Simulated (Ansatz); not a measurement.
The starting structures come from a database of crystals and need not be the phases stable at ambient conditions.

 Where the default PAW files enter, the runs use the earlier of Ansatz's two default sets.

Tunnelling through a barrier is set by its complex band structure: the current falls as exp(−2κd) with the smallest κ.

Here is the system:

```xyz
2
Lattice="4.1987 0.0000 0.0000 0.0000 5.9379 0.0000 2.0994 -2.9689 2.0994" Properties=species:S:1:pos:R:3 pbc="T T T"
Mg     0.0000     0.0000     0.0000
Se     2.0994     1.4845     0.0000
```

Space group of this cell: F-43m, zinc blende. The cell is taken as given.

Transport runs along the normal of the first two printed cell vectors, the (110) plane of the conventional cell.

The gap is the functional's own, uncorrected, and κ follows it; spin-orbit coupling is left out. Mid-gap values are interpolated between the computed energies.

Task: Compute, with r2SCAN (Ansatz, a program for electronic structure), the band gap and the smallest decay constant κ at mid-gap.

Result: Gap 3.36 eV on a 14×14×14 mesh; κ = 0.213 1/Å, at the zone centre.
